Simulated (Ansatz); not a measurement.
Os, response to strain

Consider Os in the hcp (Mg type) structure (space group P6_3/mmc, No. 194; relaxed with 0.1 eV smearing).

```xyz
2
Lattice="2.7543 0.0000 0.0000 -1.3772 2.3853 0.0000 0.0000 0.0000 4.3474" Properties=species:S:1:pos:R:3 pbc="T T T"
Os     1.3772     0.7951     3.2605
Os     0.0000     1.5902     1.0868
```

Cartesian axes are those of the cell as printed.

Strains are applied to the cell and any free atomic positions relax.

Computed with Kohn–Sham DFT with the PBE functional, run in Ansatz (a first-principles code) with PAW and 420 eV plane waves, spin-orbit coupling left out.

Notes on the quantities. pressure: mean of the normal stresses, compression positive; energy relative to the base: free energy F.

| change | pressure | energy relative to the base | volume per atom |
|---|---|---|---|
| base | 0.0 GPa | 0 meV/atom | 14.28 Å³ |
| uniaxial strain ε_zz = −2.50 % | 11.5 GPa | +24 meV/atom | 13.92 Å³ |
| uniaxial strain ε_zz = −1.00 % | 4.3 GPa | +3.7 meV/atom | 14.14 Å³ |
| uniaxial strain ε_zz = −0.50 % | 2.1 GPa | +0.9 meV/atom | 14.21 Å³ |
| uniaxial strain ε_zz = +0.50 % | -2.0 GPa | +0.9 meV/atom | 14.35 Å³ |
| uniaxial strain ε_zz = +1.00 % | -4.0 GPa | +3.5 meV/atom | 14.42 Å³ |
| uniaxial strain ε_zz = +1.50 % | -5.9 GPa | +7.9 meV/atom | 14.50 Å³ |
| uniaxial strain ε_zz = +2.00 % | -7.7 GPa | +14 meV/atom | 14.57 Å³ |
| uniaxial strain ε_zz = +2.50 % | -9.4 GPa | +21 meV/atom | 14.64 Å³ |
| uniaxial strain ε_zz = +3.00 % | -11.0 GPa | +30 meV/atom | 14.71 Å³ |

Stability against distortions was not tested. The final runs are not spin-polarised.
